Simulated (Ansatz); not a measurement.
An Ansatz (a first-principles code) run: ScAl3 with a change (isotropic strain +1.80 %); PBEsol (Ansatz; PAW; 420 eV plane waves; no SOC).

Input:

Ansatz 0.2 input:
```yaml
crystal:
  lattice:
    - [4.145767781, 0, 0]
    - [0, 4.145767781, 0]
    - [0, 0, 4.145767781]
  atoms:
    - { symbol: Sc, position: [0, 0, 0] }
    - { symbol: Al, position: [0, 0.5, 0.5] }
    - { symbol: Al, position: [0.5, 0, 0.5] }
    - { symbol: Al, position: [0.5, 0.5, 0] }
basis: { ecutwfc: 420, ecutrho_ratio: 4, xc_grid: 2, fft_grid_basis: typed }
kpoints: { mp_grid: { grid: [14, 14, 14] } }
hamiltonian:
  xc: pbesol
  dispersion: none
  pseudopotentials: { kind: paw }
scf: { occupations: { method: fermi_dirac, width: 0.1 }, convergence: { dr2_threshold: 0.0000000004 } }
relax: { f_tol: 0.005, max_steps: 50 }
output: { forces: true, stress: true }
checkpoint: { write: state.ck, write_every: 1000 }
```

Output:

```
Relaxation: its limit of steps is 50 (relax.max_steps)
WARN ansatz: RAYON_NUM_THREADS=1 ignored (pool sized by the plan → 1); use --threads N
Pseudopotentials: kind: paw
Pseudopotential: Sc, paw, valence charge 11
Pseudopotential: Al, paw, valence charge 3
Functional definition: PBEsol
Crystal: 4 atoms, lattice volume = 71.255 Å³
Basis set: ecut = 420 eV, 1357 PW (Γ), exchange–correlation on 60×60×60 points (8 copies of the dense FFT grid, shifted against one another)
Bands: 14, of which v1, the nominal top of the filled ones, is band 10 counted from 1 (9 counted from 0)
Symmetry: 48 space group operations
Space group: Pm-3m (ITA 221), of the structure as read, at distance tolerance 4.1e-5 Å
k-points: 120 of 2744
PAW frozen core: Sc, regenerated for the run's functional, and the local potential with it
PAW frozen core: Al, regenerated for the run's functional, and the local potential with it
Initial density: superposition of atomic densities (neutral atoms: chi_scale 0, normalization atom), corrected by the library's trained network
Initial wavefunctions: pseudopotential atomic-orbital guess
Eigensolver: davidson
Functional: x = pbesol(κ = 0.804, μ = 0.12345679012345678), c = pbesol(β = 0.046)
SCF iter   1: F=—  HF=-3686.878578 eV  |F-HF|=—  |Δ(HF+E_count)|=         —  Δρ=2.79e-3  dr2=1.42e-2  ethr=1.77e-3  ⟨swp⟩=5.4  Hψ=9816  notcnv=0
all-band conjugate gradients solve this SCF's bands
preconditioner: auto → Kerker (q_TF=auto, 2.208 Å⁻¹)
SCF iter   2: F=—  HF=-3686.875817 eV  |F-HF|=—  |Δ(HF+E_count)|=   2.76e-3  Δρ=1.73e-3  dr2=4.34e-3  ethr=7.11e-5  ⟨swp⟩=1.0  Hψ=2640  notcnv=0
SCF iter   3: F=—  HF=-3686.874583 eV  |F-HF|=—  |Δ(HF+E_count)|=   1.23e-3  Δρ=3.97e-4  dr2=2.55e-4  ethr=2.17e-5  ⟨swp⟩=2.8  Hψ=2984  notcnv=0
SCF iter   4: F=—  HF=-3686.874524 eV  |F-HF|=—  |Δ(HF+E_count)|=   5.90e-5  Δρ=1.00e-4  dr2=8.41e-6  ethr=1.28e-6  ⟨swp⟩=2.2  Hψ=2352  notcnv=0
SCF iter   5: F=—  HF=-3686.874593 eV  |F-HF|=—  |Δ(HF+E_count)|=   6.91e-5  Δρ=2.22e-5  dr2=2.32e-7  ethr=4.20e-8  ⟨swp⟩=2.2  Hψ=2429  notcnv=0
SCF iter   6: F=—  HF=-3686.874593 eV  |F-HF|=—  |Δ(HF+E_count)|=   1.14e-7  Δρ=2.81e-6  dr2=4.48e-9  ethr=1.16e-9  ⟨swp⟩=2.0  Hψ=2813  notcnv=0
SCF iter   7: F=-3686.874593 eV  HF=-3686.874593 eV  |F-HF|=9.09e-13  |Δ(HF+E_count)|=  8.82e-10  Δρ=4.45e-7  dr2=8.94e-11  ethr=2.00e-12  ⟨swp⟩=4.0  Hψ=5407  notcnv=0
SCF 1 converged in 7 iterations: F = -3686.874593 eV  dr2 = 8.94e-11
relax step   1: F+E_penalty+E_count = -3686.87459311 eV  Δ(F+E_penalty+E_count) = +0.000e0 eV  max|allowed force component| = 4.602e-31 eV/Å  Δτ_max = 0.0000 Å  (7 SCF iters, accepted)
the relaxation is at rest under the 48 symmetry operations that the run kept from its start: a minimum is not shown …
SCF converged after 7 iterations
Free energy (F): -3686.874593 eV
Harris-Foulkes:  -3686.874593 eV  (|F-HF|=9.09e-13)
Internal energy: -3686.829083 eV  (E = F + TS)
E sigma→0 (E₀):  -3686.851838 eV
Entropy (-TS):   -0.045511 eV (-11.378 meV/atom)
Fermi energy:    8.714818 eV
--- Per-component energies (eV) ---
  E_band       = -134.590264
  E_kinetic    = 330.371467
  E_local      = -1023.840721  (includes V_loc(G=0)·N_el)
  E_nonlocal   = 115.488701
  E_hartree    = 393.844819
  E_xc         = -221.894324
  E_vxc        = -216.555215  (∫ρ·V_xc dr)
  E_paw        = -2296.788810  (= ΣΔE_a)
  E_vpaw       = -127.744323  (= ΣTr[D̂ρ^β])
  E_aug_tail   = 0.000003  (compensation charges beyond the density's cutoff)
  E_ewald      = -984.196660
  E_core_change = 0.186442  (= ΣΔE_core)
  E_smearing   = -0.045511  (= −TS)
  E_closure    = -0.000000  (closes the sum)
  Σ components = -3686.874593   (vs F -3686.874593, Δ=0.00e0)
  [band-id]    e_kinetic+e_local+e_nonlocal+2·e_hartree+e_vxc+e_vpaw+e_augmentation_tail = -134.590450   (vs E_band -134.590264, Δ=-1.86e-4)
--- Forces (eV/Å), atoms counted from 1 ---
  atom   1  Sc     0.00000000     0.00000000     0.00000000
  atom   2  Al     0.00000000    -0.00000000     0.00000000
  atom   3  Al     0.00000000    -0.00000000     0.00000000
  atom   4  Al    -0.00000000    -0.00000000     0.00000000
  max |Σ_I F_I| component: 6.57e-31 eV/Å
--- Stress (GPa, compression-positive) ---
       -4.381414       0.000000       0.000000
        0.000000      -4.381414       0.000000
        0.000000       0.000000      -4.381414
  P = ⅓ Tr σ = -4.3814 GPa (-43.814 kbar)
  The stress holds the Pulay correction. Without it, at fixed plane waves, as pw.x and ABINIT print it: P = -4.4252 GPa
  The stress includes an estimate of the error left by incomplete SCF convergence (largest component 0.0001 GPa).
--- Band table ---
  band table: none
--- Relaxed structure (1 steps of the walk, 1 accepted, 0 SCFs on fresh bases) ---
  F+E_penalty+E_count = -3686.87459311 eV   max|allowed force component| = 4.602e-31 eV/Å
  atoms:
    - { symbol: Sc, position: [0.0, 0.0, 0.0] }
    - { symbol: Al, position: [0.0, 0.5, 0.5] }
    - { symbol: Al, position: [0.5, 0.0, 0.5] }
    - { symbol: Al, position: [0.5, 0.5, 0.0] }
```

Stability against distortions was not tested. All final runs are without spin polarisation. The cell was made from ScAl₃ in the Cu3Au type structure (space group Pm-3m, No. 221) by this change: isotropic strain +1.80 %.
